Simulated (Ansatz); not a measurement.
Base system: NaI in the CsCl type structure (space group Pm-3m, No. 221; a = 4.040 Å; a hypothetical phase, not in the database extracts checked). Axes: x, y, z lie along the cube axes.

Method: Ansatz (an electronic-structure program) r2SCAN, spin-orbit coupling left out.

A first run, uniaxial strain ε_zz = −0.80 %, gives secant values C11 ≈ 55 GPa and C12 ≈ 0.2 GPa from its stress. A second run applies isotropic strain +1.29 %.

Q: What does linear elasticity predict for the bulk modulus −ΔP/(ΔV/V₀) in the second run, and what does the run give?

A: Linear elasticity: (C11 + 2 C12)/3 = 18 GPa. The run gives 16 GPa; any difference comes from nonlinear terms at these strains and numerical noise.

No phonon test of stability was made.
